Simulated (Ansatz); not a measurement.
Be in the hcp (Mg type) structure, quasi-harmonic approximation with PBEsol density-functional theory in Ansatz (plane waves, PAW). The pressure is 15 GPa. The structure is held there; whether it is the stable one at that pressure was not tested.

```csv
T (K),α_a (10⁻⁶/K),α_c (10⁻⁶/K),C_P (J/mol/K),bulk modulus B_T (GPa),γ
350,8.4,7.6,16.5,165,1.07
400,9.3,8.5,18.2,164,1.07
500,10.5,9.9,20.5,162,1.08
600,11.2,10.7,22.0,___,1.08
750,12.0,11.6,___,158,1.09
800,12.2,11.8,23.8,157,1.09
950,12.7,12.3,24.6,155,1.10
1000,12.9,12.5,24.8,154,1.10
```

Problem. Fill in the missing entries.

Solution. 
- 600, bulk modulus B_T (GPa): 161
- 750, C_P (J/mol/K): 23.4

No phase change or melting is allowed for: the numbers belong to this structure as given.

The PAW data sets were generated under PBE and serve the other functionals too.

Ansatz is a program for electronic structure.
